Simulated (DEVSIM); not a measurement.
Device: Pd/Si3N4/SiO2/p-Si capacitor, at 400 K.

```csv
layer (left to right),material,thickness (nm),Na (cm⁻³)
1,Si3N4,7.00,-
2,SiO2,0.790,-
3,Si,5000,1.3e16
```

Metal gate on the left, work function 5.2 eV. Fixed charge at the semiconductor interface 0 cm⁻² (in units of +e); no interface traps.

The device is made up for the run: typed textbook-type constants, with dimensions and the other settings drawn at random. Values at 300 K; Nc and Nv go as T^1.5, mobilities as T to minus their exponent, the gap by Varshni's rule with the affinity fixed.

```tsv
parameter	Si3N4	SiO2	Si
gap (eV)	5.1	9	1.124
affinity (eV)	2.1	0.9	4.05
permittivity	7.5	3.9	11.7
Nc (cm⁻³)	-	-	2.86e19
Nv (cm⁻³)	-	-	3.1e19
Varshni α (eV/K)	-	-	0.000473
Varshni β (K)	-	-	636
```

Simulated with DEVSIM: 1D Poisson equation in equilibrium, Boltzmann statistics, complete ionisation; no quantum confinement or tunnelling. Metal contacts follow the ideal Schottky-Mott rule: no Fermi-level pinning, no interface dipoles.

**Question.** Tabulate band edges, carrier densities and field at 0.7 V on the gate.

**Answer.** Energies count from the Fermi level of the right contact; mesh points crowd at the junctions.

```tsv
x (μm)	Ec (eV)	Ev (eV)	n (cm⁻³)	p (cm⁻³)	field (V/cm)
0.000	2.400	-2.700	< 1e2	< 1e2	53000
0.001326	2.407	-2.693	< 1e2	< 1e2	53000
0.003731	2.420	-2.680	< 1e2	< 1e2	53000
0.005890	2.431	-2.669	< 1e2	< 1e2	53000
0.007332	3.640	-5.360	< 1e2	< 1e2	100000
0.007959	0.496	-0.601	2.5e13	1.3e12	34000
0.009730	0.501	-0.595	2.1e13	1.5e12	33000
0.01644	0.523	-0.573	1.1e13	2.9e12	32000
0.03031	0.566	-0.530	3.3e12	9.9e12	29000
0.06188	0.648	-0.448	3.0e11	1.1e14	23000
0.1400	0.770	-0.327	8.9e9	3.6e15	8800
0.4286	0.813	-0.283	2.5e9	1.3e16	13
0.9911	0.814	-0.283	2.5e9	1.3e16	≈ 0
2.383	0.814	-0.283	2.5e9	1.3e16	≈ 0
4.163	0.814	-0.283	2.5e9	1.3e16	≈ 0
4.646	0.814	-0.283	2.5e9	1.3e16	≈ 0
4.859	0.814	-0.283	2.5e9	1.3e16	≈ 0
4.945	0.814	-0.283	2.5e9	1.3e16	≈ 0
4.989	0.814	-0.283	2.5e9	1.3e16	≈ 0
5.000	0.814	-0.283	2.5e9	1.3e16	≈ 0
5.005	0.814	-0.283	2.5e9	1.3e16	≈ 0
5.008	0.814	-0.283	2.5e9	1.3e16	≈ 0
```
